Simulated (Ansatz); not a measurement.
Consider Ga$_{2}$O$_{3}$ in the corundum structure (space group R-3c, No. 167; a = 4.950 Å, c = 13.306 Å (hexagonal axes)).

Calculations: LDA (Ansatz, a program for electronic structure; PAW; 420 eV plane waves; scalar-relativistic without spin-orbit coupling).

One change was made to it. Results:

| quantity | base | after |
|---|---|---|
| electron mass | 0.24 mₑ (at Γ) | 0.30 mₑ along c, 0.28 mₑ across (at Γ) |
| band gap | 3.04 eV | 3.92 eV |
| density | 6.61 g/cm³ | 7.16 g/cm³ |
| smallest direct gap | 3.31 eV | 4.25 eV |

Task: Name the change that was made.
(A) pressure 9 GPa
(B) pressure −2 GPa
(C) pressure 22.5 GPa

Result: C, pressure 22.5 GPa. For comparison, the band gap in the other runs: pressure −2 GPa gives 2.95 eV; pressure 9 GPa gives 3.42 eV.

Load acts through the strain it causes; cell and atoms are relaxed under it. Masses are band curvatures over ±0.01 Å⁻¹ around the edge. Whether these cells are dynamically stable was not tested. Competing high-pressure phases were not computed.
